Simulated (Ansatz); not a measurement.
A computed series for TiO2: response to strain

The reference is TiO₂ in the anatase structure (space group I4_1/amd, No. 141).

```yaml
crystal:
  lattice:
    - [-1.88489, 1.88489, 4.77588]
    - [1.88489, -1.88489, 4.77588]
    - [1.88489, 1.88489, -4.77588]
  atoms:
    - { symbol: Ti, position: [0.50000, 0.50000, 0.00000] }
    - { symbol: Ti, position: [0.25000, 0.75000, 0.50000] }
    - { symbol: O, position: [0.29247, 0.29247, 0.00000] }
    - { symbol: O, position: [0.04247, 0.54247, 0.50000] }
    - { symbol: O, position: [0.45753, 0.95753, 0.50000] }
    - { symbol: O, position: [0.70753, 0.70753, 0.00000] }
```

Cartesian axes are those of the cell as printed.

Strains are applied to the cell and any free atomic positions relax; under biaxial strain the out-of-plane vector relaxes too.

Computed with PBEsol (Ansatz, a first-principles code; PAW; 420 eV plane waves; scalar-relativistic without spin-orbit coupling).

Candidates:
(a) biaxial strain −4.24 %, plane normal [001], relaxed out of plane
(b) isotropic strain +0.20 %
(c) tensor shear ε_xy = −3.20 %

Before the change:

```
Quantity   Result
--------  -------
Band gap  2.11 eV
```

Q: Order them by band gap, lowest first.

A: (c) tensor shear ε_xy = −3.20 % (2.06 eV), (b) isotropic strain +0.20 % (2.10 eV), (a) biaxial strain −4.24 %, plane normal [001], relaxed out of plane (2.54 eV)

Stability against distortions was not tested. The final runs are not spin-polarised.
